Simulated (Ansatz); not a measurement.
Start from C in the diamond structure (space group Fd-3m, No. 227; a = 3.554 Å). Axes: x, y, z lie along the cube axes.

Structures relaxed with Ansatz (a first-principles code), PBEsol, PAW, cutoff 420 eV, without spin-orbit coupling.

Base:

Simulated powder pattern, Mo Kα, λ = 0.71073 Å (kinematic, ideal powder, no thermal factors, no anomalous dispersion; the 14 strongest lines at most, above 2 %, up to 2θ = 40°):

```
2θ (°)  I/Imax (%)    hkl
------  ----------  -----
19.95          100  (111)
32.86           44  (220)
38.74           25  (311)
```

Modification: the cell is stretched by 5.58 % along y with no lateral relaxation; the atoms relax in the strained cell.

Q: Predict the new powder pattern.

A: 
Simulated powder pattern, Mo Kα, λ = 0.71073 Å (kinematic, ideal powder, no thermal factors, no anomalous dispersion; the 14 strongest lines at most, above 2 %, up to 2θ = 40°):

```tsv
2θ (°)	d (Å)	I/Imax (%)	hkl
19.60	2.088	100	(111)
31.98	1.290	30	(220)
32.86	1.256	14	(202)
37.01	1.120	9.0	(131)
38.55	1.077	16	(311)
```

The indices refer to the base's conventional cell; one index is shown for lines that coincide. The space group is now I4_1/amd (No. 141).

Whether these cells are dynamically stable was not tested.
